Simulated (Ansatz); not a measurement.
# tetragonal HfO2 (1 0 1) on zinc-blende GaAs (1 1 1) (film strained to the substrate, started from cuts of the bulks and a machine-learned relaxation; metallic at this level, with no gap by band count)

A periodic stack without vacuum, tetragonal HfO2 (1 0 1) on zinc-blende GaAs (1 1 1) (film strained to the substrate, started from cuts of the bulks and a machine-learned relaxation; metallic at this level, with no gap by band count): substrate slab As12Ga12, film Hf16O28, surface cells [[1, 1], [-2, 1]] and [[1, 1], [-2, 0]], film strained by -4.5 and -2.4 %, outermost planes Ga/As and O/O as cut, which need not be the usual terminations and can put a slab off its formula.

The start was prepared with a machine-learned potential, and the result is one local minimum, with the in-plane cell held and forces under 0.04 eV/Å; the film can end far from its bulk form.

All values below come from PBE (plane waves to 420 eV, PAW; Ansatz, a first-principles code). Scalar-relativistic, without spin–orbit coupling; the runs are not spin-polarised; PBE gaps are too small against experiment. Its k-point mesh 4×4×1, Fermi–Dirac width 0.05 eV.

| Quantity | Value |
|---|---|
| interface area | 42.9 Å² |
| period | 26.15 Å |
| gaps between the outermost planes at the two interfaces | 1.89 and 1.37 Å |
| As–Hf contacts across the interfaces within 1.22 times the sum of covalent radii | 10, mean 2.95 Å |
| Ga–Hf contacts across the interfaces within 1.22 times the sum of covalent radii | 5, mean 3.21 Å |
| two interfaces | unlike, so that offsets are their mean |

```xyz
68
Lattice="7.0229 0.0034 0.5234 -3.5100 6.0921 -0.3581 -0.4988 -1.0629 26.2025" Properties=species:S:1:pos:R:3 pbc="T T T"
As     4.0786     3.9800     2.4054
As     3.9898     0.1734     0.7810
As     0.5020     1.9176     1.9696
As    -0.9984     4.3342     5.2373
As     5.9726     0.2627     5.8746
As     2.4644     2.2873     5.6746
As     1.0698     4.3944     8.7586
As     1.1144     0.2385     8.8668
As     4.5786     2.3004     9.0840
As     3.0999     4.3282    12.3037
As     3.1568     0.2905    12.7185
As    -0.2190     2.3178    12.0494
Ga     2.0562    -0.0409     2.5798
Ga     4.9475     1.5884     2.7494
Ga     2.1102     3.5801     0.9450
Ga     3.6919     0.3485     4.7069
Ga     0.2454     2.2721     4.5698
Ga     3.6687     4.2874     4.8589
Ga     5.8634     0.2873     8.3529
Ga     2.2796     2.3006     8.1344
Ga    -1.1854     4.3076     7.7199
Ga     0.9377     0.2328    11.3401
Ga     4.5229     2.2567    11.5692
Ga     0.8751     4.3354    11.2101
Hf     1.5329    -0.5389    15.2354
Hf    -0.2767     2.4962    14.8528
Hf     5.2677    -0.5794    14.8520
Hf     3.3934     2.6351    14.6483
O      0.0586     0.5202    14.4437
O     -1.7763     3.6954    14.1891
O      2.9908     4.3719    15.6342
O      4.7915     1.3411    15.3902
Hf     3.2498     4.6976    18.5493
Hf     5.0607     1.6720    18.7575
Hf    -0.0853     4.7525    17.7097
Hf     1.6877     1.7034    17.9013
O      5.3299    -0.2217    18.0304
O      3.5994     2.7962    17.8822
O      1.9699     1.6378    15.8447
O      0.1050     4.8061    15.6211
O      1.3503     3.6017    18.6240
O      3.1016     0.5440    18.8341
O      1.3400    -0.5691    17.2480
O     -0.4303     2.4892    16.9745
Hf     1.5264     3.8810    21.8151
Hf     3.2568     0.8404    22.0146
Hf    -1.8306     3.9314    20.9975
Hf    -0.1012     0.8852    21.1558
O      0.0799     5.0346    20.9457
O      1.8316     1.9919    21.0877
O      0.1050     0.9040    19.1180
O     -1.6142     3.9108    18.9657
O     -0.3993     2.7723    21.9129
O      1.3444    -0.2587    22.0442
O      3.0617     4.7177    20.6008
O      4.8349     1.6470    20.8143
Hf    -0.2745     3.0752    24.9724
Hf     1.4936    -0.0397    25.2764
Hf     3.4213     3.1024    24.7461
Hf     5.2264     0.0892    24.9794
O     -1.6659     4.2494    24.0271
O      0.1099     1.1593    24.3555
O      5.3618     0.0598    22.9349
O      3.6026     3.0993    22.7093
O     -2.1366     1.9967    25.1170
O     -3.8933     4.9768    24.9690
O      1.3273     3.8558    23.8839
O      3.0164     0.8715    24.0949
```
